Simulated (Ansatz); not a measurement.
Defect: interstitial Cu in cuprite, charge state +1. Method: PBE, PAW (plane waves to 420 eV; Ansatz, a program for electronic structure).

Settings: 48 host sites, the relaxed PBE lattice, one k-point at (0.250, 0.250, 0.250), smearing 0.05 eV, spin-restricted, no image-charge correction. Energies are static. PBE gaps are too small, and in this host the defect's levels may merge with the bands. The charge state is imposed; whether it is stable for some Fermi level was not computed. Sites that were not tried may lie lower.

Barriers: single points on a 2×2×2 k-point mesh shifted by half a step at the bands' geometries.

The step: a concerted move, in which Cu travels most. Atoms about the jump, Cartesian Å from the middle of the jump, before and after:

```csv
atom,x0,y0,z0,x1,y1,z1
Cu1,0.53,0.53,0.52,-0.53,-0.53,-0.52
O2,-0.63,1.70,-0.61,-0.56,1.47,-0.54
O3,-0.55,-2.65,-0.54,-0.54,-2.53,-0.53
Cu4,0.66,-1.90,0.68,0.82,-1.96,0.83
Cu5,0.39,0.69,-1.90,0.80,0.90,-1.88
Cu6,-1.90,0.67,0.42,-1.90,0.90,0.82
Cu7,-1.60,-1.54,-1.59,-1.88,-1.96,-1.87
O8,1.68,-0.59,1.70,1.66,-0.48,1.68
Cu9,2.96,0.43,0.68,2.69,0.57,0.54
Cu10,0.65,0.44,2.96,0.52,0.57,2.71
O11,1.61,-0.52,-2.66,1.68,-0.55,-2.75
O12,-2.67,-0.53,1.63,-2.76,-0.55,1.69
Cu13,0.40,2.97,0.42,0.52,2.57,0.53
```

Q: Where do these atoms stand at the saddle point, and how high is it?

A: 
```tsv
atom	x	y	z
Cu1	-0.22	-0.38	-0.24
O2	-0.58	1.58	-0.57
O3	-0.46	-2.57	-0.45
Cu4	0.88	-2.04	0.90
Cu5	0.64	0.92	-2.02
Cu6	-2.01	0.90	0.64
Cu7	-1.68	-1.73	-1.66
O8	1.73	-0.56	1.75
Cu9	2.64	0.52	0.53
Cu10	0.52	0.52	2.66
O11	1.65	-0.53	-2.74
O12	-2.75	-0.53	1.66
Cu13	0.52	2.63	0.52
```
It lies 0.44 eV above the start and 0.034 eV above the end. The check of the saddle point's order was inconclusive, and it lies on a symmetry element of the cell, where a band can be held.
